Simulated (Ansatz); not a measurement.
Results of PBE-D4 (Ansatz, a program for electronic structure, plane waves, PAW) for B20 (FeSi-type) MnSi.

Settings: plane-wave cutoff 500 eV, 10×10×10 k mesh, Fermi–Dirac smearing 0.05 eV, spin-polarised with parallel moments, scalar-relativistic PAW data made under PBE.

Cell (relaxed at this level):

```
MnSi
1.0
    4.47356     0.00000     0.00000
    0.00000     4.47356     0.00000
    0.00000     0.00000     4.47356
Mn Si
4 4
Direct
  0.86274   0.63726   0.36274
  0.36274   0.86274   0.63726
  0.13726   0.13726   0.13726
  0.63726   0.36274   0.86274
  0.15447   0.34553   0.65447
  0.65447   0.15447   0.34553
  0.84553   0.84553   0.84553
  0.34553   0.65447   0.15447
```

Task: What does this level give for the magnetic moment (largest site, within a sphere)?

Result: 
magnetic moment (largest site, within a sphere): 0.94 μB

Note: the collinear magnetic order is the start's and need not be the measured one.

Moments are spin moments.

The computed numbers hold no vibrational or temperature effects.

Cost on a shared machine: very roughly 3 core-minutes.
